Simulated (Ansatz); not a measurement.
The parent structure is Se (space group P3_121, No. 152; a = 4.5066 Å, c = 4.9888 Å; made of chains). Axes: x lies along a and z along c of the hexagonal cell.

Computed with r2SCAN in Ansatz (plane waves to 500 eV, PAW, no SOC), earlier PAW set.

Strains are applied to the cell and any free atomic positions relax; under biaxial strain the out-of-plane vector relaxes too; under stress the whole cell relaxes.

One change was made to it. Results:

| quantity | base | after |
|---|---|---|
| band gap | 1.33 eV | 1.24 eV |
| gap character | indirect, L → H | indirect, L → H |

Q: Which of these changes matches the shifts?
A) strain tensor (xx, yy, zz, yz, xz, xy) = (+0.72, +1.86, −0.16, +1.11, −0.88, −1.33) %
B) uniaxial stress, 0.5 GPa tension along z
C) isotropic strain −1.55 %
D) tensor shear ε_yz = −0.76 %
E) biaxial strain +0.93 %, plane normal [001], relaxed out of plane

A: B, uniaxial stress, 0.5 GPa tension along z. For comparison, the band gap in the other runs: tensor shear ε_yz = −0.76 % gives 1.31 eV; isotropic strain −1.55 % gives 1.40 eV; biaxial strain +0.93 %, plane normal [001], relaxed out of plane gives 1.39 eV; strain tensor (xx, yy, zz, yz, xz, xy) = (+0.72, +1.86, −0.16, +1.11, −0.88, −1.33) % gives 1.49 eV.

Stability under load was not tested beyond the relaxation. No dispersion term is included, though the crystal is made of layers, chains or molecules, so its spacings can come out too wide. k-point labels follow each cell's own Brillouin zone.

Ansatz is a first-principles code.
